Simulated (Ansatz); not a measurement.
BP (model structure, started from the BeO type, P4₂/mnm, No. 136, 8 atoms in the cell) was calculated with PBEsol (PAW; Ansatz, a program for electronic structure).

Settings: plane-wave cutoff 520 eV, 6×6×10 k mesh (along the axes of the cell as run), Fermi–Dirac smearing 0.01 eV, scalar-relativistic PAW data made under PBE.

The cell is the one relaxed with PBEsol. Conventional cell: a = 5.5322 Å, b = 5.5322 Å, c = 3.1873 Å, α = 90.00°, β = 90.00°, γ = 90.00°.

```yaml
crystal:
  lattice:
    - [5.53223, 0.00000, 0.00000]
    - [0.00000, 5.53223, 0.00000]
    - [0.00000, 0.00000, 3.18735]
  atoms:
    - { symbol: B, position: [0.32158, 0.67842, 0.00000] }
    - { symbol: B, position: [0.67842, 0.32158, 0.00000] }
    - { symbol: B, position: [0.82158, 0.82158, 0.50000] }
    - { symbol: B, position: [0.17842, 0.17842, 0.50000] }
    - { symbol: P, position: [0.31930, 0.31930, 0.00000] }
    - { symbol: P, position: [0.68070, 0.68070, 0.00000] }
    - { symbol: P, position: [0.18070, 0.81930, 0.50000] }
    - { symbol: P, position: [0.81930, 0.18070, 0.50000] }
```

**Question.** List the 22 lowest band energies at Γ above −25 eV (eV, relative to the valence band maximum), grouping those that round alike.

**Answer.** At Γ: -15.67, -12.49 (×2), -12.17, -9.00, -7.50, -6.86 (×2), -5.30, -4.27, -2.18 (×2), -0.76, -0.38, 0.00 (×2), 1.21, 2.04, 2.64 (×2), 3.99 (×2).

Note: the relaxation could raise the start's symmetry but not lower it, so the cell can be a saddle point.

A model structure was made by putting elements into a prototype or built by hand; it is no filed structure, need not be a known phase, and can be a saddle point held by its symmetry.
